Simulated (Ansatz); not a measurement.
A computed series for Ti: response to strain

Take Ti in the hcp (Mg type) structure (space group P6_3/mmc, No. 194; a = 2.9016 Å, c = 4.5930 Å; relaxed with 0.1 eV smearing) as the base. Axes: x lies along a and z along c of the hexagonal cell.

Strains are applied to the cell and any free atomic positions relax; under biaxial strain the out-of-plane vector relaxes too.

Calculations: PBEsol/PAW in Ansatz (an electronic-structure program), spin-orbit coupling left out.

Notes on the quantities. pressure: mean of the normal stresses, compression positive.

```tsv
variant	volume per atom	pressure
base	16.74 Å³	0.0 GPa
biaxial strain −2.20 %, plane normal [001], relaxed out of plane	16.33 Å³	3.1 GPa
biaxial strain −0.32 %, plane normal [001], relaxed out of plane	16.68 Å³	0.4 GPa
biaxial strain +4.06 %, plane normal [001], relaxed out of plane	___	___
isotropic strain +0.13 %	16.81 Å³	-0.5 GPa
```

Task: Fill in the withheld entries from the trend.

Result: 
- biaxial strain +4.06 %, plane normal [001], relaxed out of plane, volume per atom: 17.53 Å³
- biaxial strain +4.06 %, plane normal [001], relaxed out of plane, pressure: -4.7 GPa

No phonon test of stability was made. All final runs are without spin polarisation.
